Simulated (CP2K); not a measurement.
Worked example: self-consistent single point of SiMo₃ (Pm-3n, 8 atoms in the cell) in CP2K.

Method: PBE, GPW, DZVP-MOLOPT-PBE-GTH basis, GTH-PBE potentials (POTENTIAL_UZH) run with CP2K.

The change in words: lattice scaled by 0.98. Reference geometry:
```yaml
crystal:
  lattice:
    - [4.81440, 0.00000, 0.00000]
    - [0.00000, 4.81440, 0.00000]
    - [0.00000, 0.00000, 4.81440]
  atoms:
    - { symbol: Si, position: [0.50000, 0.50000, 0.50000] }
    - { symbol: Si, position: [0.00000, 0.00000, 0.00000] }
    - { symbol: Mo, position: [0.00000, 0.50000, 0.25000] }
    - { symbol: Mo, position: [0.00000, 0.50000, 0.75000] }
    - { symbol: Mo, position: [0.25000, 0.00000, 0.50000] }
    - { symbol: Mo, position: [0.75000, 0.00000, 0.50000] }
    - { symbol: Mo, position: [0.50000, 0.25000, 0.00000] }
    - { symbol: Mo, position: [0.50000, 0.75000, 0.00000] }
```

Reference input (self-consistent single point, DFT PBE, GPW, DZVP-MOLOPT-PBE-GTH basis, GTH-PBE potentials (POTENTIAL_UZH)): CUTOFF = 500 Ry; REL_CUTOFF = 50 Ry; SMEAR/METHOD = FERMI_DIRAC; ELECTRONIC_TEMPERATURE = 1160.45 K; KPOINTS/SCHEME = MONKHORST-PACK 5 5 5; XC_FUNCTIONAL = PBE; Si/BASIS_SET = DZVP-MOLOPT-PBE-GTH-q4; Si/POTENTIAL = GTH-PBE-q4; Mo/BASIS_SET = DZVP-MOLOPT-PBE-GTH-q14; Mo/POTENTIAL = GTH-PBE-q14; METHOD = GPW; EPS_DEFAULT = 1e-10. This run's input differs from it in these lines:

```diff
@@ -63,5 +63,5 @@
     &CELL
-      A 4.81439900 0.00000000 0.00000000
-      B 0.00000000 4.81439900 0.00000000
-      C 0.00000000 0.00000000 4.81439900
+      A 4.71811100 0.00000000 0.00000000
+      B 0.00000000 4.71811100 0.00000000
+      C 0.00000000 0.00000000 4.71811100
       PERIODIC XYZ
```

The program printed (abridged):

```
 SCF WAVEFUNCTION OPTIMIZATION

  Step     Update method      Time    Convergence         Total energy    Change
     1 NoMix/Diag. 0.20E+00      -     0.89754777      -417.7436817804 -4.18E+02
     2 Broy./Diag. 0.20E+00      -     0.05325647      -423.5990533887 -5.86E+00
     3 Broy./Diag. 0.20E+00      -     0.13245842      -418.7456187411  4.85E+00
     4 Broy./Diag. 0.20E+00      -     0.00973239      -415.1123696063  3.63E+00
     5 Broy./Diag. 0.20E+00      -     0.01010327      -414.8830777094  2.29E-01
     6 Broy./Diag. 0.20E+00      -     0.00014167      -414.8069856604  7.61E-02
     7 Broy./Diag. 0.20E+00      -     0.00031410      -414.8098970308 -2.91E-03
     8 Broy./Diag. 0.20E+00      -     0.00001248      -414.8114464066 -1.55E-03
     9 Broy./Diag. 0.20E+00      -     0.00003907      -414.8104833315  9.63E-04
    10 Broy./Diag. 0.20E+00      -     0.00000043      -414.8104073150  7.60E-05
  *** SCF run converged in    10 steps ***

  Overlap energy of the core charge distribution:               0.00000000008488
  Self energy of the core charge distribution:               -787.21470763449861
  Core Hamiltonian energy:                                    181.35470354061300
  Hartree energy:                                             241.66874767752475
  Exchange-correlation energy:                                -50.61627237307617
  Electronic entropic energy:                                  -0.00287852515215
  Fermi energy:                                                 0.68903358458042

  Total energy:                                              -414.81040731496284
  Total energy (extrapolated to T->0):                       -414.80896805238677

   [... lines left out ...]

 STRESS| Analytical stress tensor [bar]
 STRESS|                        x                   y                   z
 STRESS|      x        4.00161071199E+05   2.19626919540E-04  -4.39087552833E-02
 STRESS|      y        2.19626919540E-04   4.00161003248E+05  -4.39087961916E-02
 STRESS|      z       -4.39087552833E-02  -4.39087961916E-02   4.00161054849E+05
 STRESS| 1/3 Trace                                             4.00161043099E+05
```

The run converged in 10 iterations. Against the reference run the free energy goes up by 146 meV/atom and the pressure goes from 17.92 to 40.02 GPa.

The starting cell comes from a database of computed structures (which also holds hypothetical and non-ambient phases and stackings), without a prior relaxation at this level. Its lattice was rescaled by a random factor within 2.5 % of one. For this run, on top of that: lattice scaled by 0.98. Spin polarisation is off. Values carry the incompleteness of an atom-centred basis. With a pressure of about 40 GPa the cell is away from its equilibrium volume at this level.

Cost on one core of a shared machine: roughly 2 min.
